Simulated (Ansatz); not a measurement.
Cost and result by functional for the surface energy of the (320) surface of fcc Pd in its 1x1 cell, outermost plane spacing 0.55 Å in the ideal cut, in Ansatz (plane waves, PAW). Single points on the PBE structure, on one kind of machine; costs are rough ratios of the slab run's core time (references not counted) to the cheapest single point. r2SCAN's cost holds its higher cutoff (500 against 420 eV). Differences are taken against r2SCAN for comparison alone: no measured value is at hand, so the table doesn't rank accuracy.

Slab: 20 atoms, 10.4 Å thick at the start (thin: gaps and levels are the slab's own); k 10x6x1, smearing 0.1 eV, dipole-corrected; all atoms relaxed; held to the part of the start's symmetry that mesh and held atoms allow; no spin, no spin-orbit, no U. These notes are the PBE run's.

| functional | relative cost | surface energy (J/m²) | less r2SCAN (J/m²) |
|---|---|---|---|
| LDA | 1 | 2.26 | 0.41 |
| PBEsol | 1 | 2.04 | 0.19 |
| RPBE | 1 | 1.37 | -0.48 |
| r2SCAN | 4 | 1.85 | 0.00 |
| PBE (the relaxed run's value) | – | 1.65 | -0.21 |

The values span 0.89 J/m², while the single points' costs differ by a factor of roughly 4. Differences are of unrounded values.

Ansatz is an electronic-structure program.
